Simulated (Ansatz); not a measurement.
The reference is ZrC in the rock salt structure (space group Fm-3m, No. 225; relaxed with 0.1 eV smearing).

```
CELL_PARAMETERS angstrom
      0.00000     2.33454     2.33454
      2.33454     0.00000     2.33454
      2.33454     2.33454     0.00000
ATOMIC_POSITIONS crystal
  Zr 0.00000 0.00000 0.00000
  C  0.50000 0.50000 0.50000
```

Cartesian axes are those of the cell as printed.

All numbers come from Kohn–Sham DFT with the PBEsol functional, run in Ansatz (an electronic-structure program) with PAW and 420 eV plane waves, spin-orbit coupling left out.

For the base:

| Item | Value |
|---|---|
| Pressure | 0.0 GPa |
| Band gap | zero |
| Shortest interatomic distance | 2.335 Å |

It is then changed as follows: a pure shear with ε_xy = ε_yx = 0.0171, atoms relaxed at fixed cell.

Task: What does the calculation give for the pressure, energy relative to the base, band gap and shortest interatomic distance after the change?

Result: The pressure (mean of the normal stresses, compression positive) is nearly the same (0.0 GPa against 0.1 GPa); the energy increases by 7.2 meV/atom; the band gap is still zero; the shortest interatomic distance remains 2.335 Å.

The cells carry an imposed strain or load. No phonon test of stability was made. All final runs are without spin polarisation.
